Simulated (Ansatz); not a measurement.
Base system: CdSe in the wurtzite structure (space group P6_3mc, No. 186; a = 4.3021 Å, c = 7.0214 Å). Axes: x lies along a and z along c of the hexagonal cell.

Level of theory: DFT with PBEsol, PAW potentials and a 420 eV plane-wave cutoff in Ansatz (an electronic-structure program), no spin-orbit coupling, earlier PAW set.

Now apply this change: a pure shear with ε_xz = ε_zx = 0.0188; the atoms relax in the strained cell.

**Question.** Predict the stress tensor and what it implies for the stiffness.

**Answer.** Stress of the strained cell less that of the base (GPa, compression positive):
```
  -0.03    0.00   -0.49
   0.00    0.00    0.00
  -0.49    0.00   -0.01
```

Then −Δσ/γ with γ = 2ε = 0.0376 gives secant stiffness values (nonlinear terms included at this strain): C55 ≈ 13 GPa.

Stability against distortions was not tested.
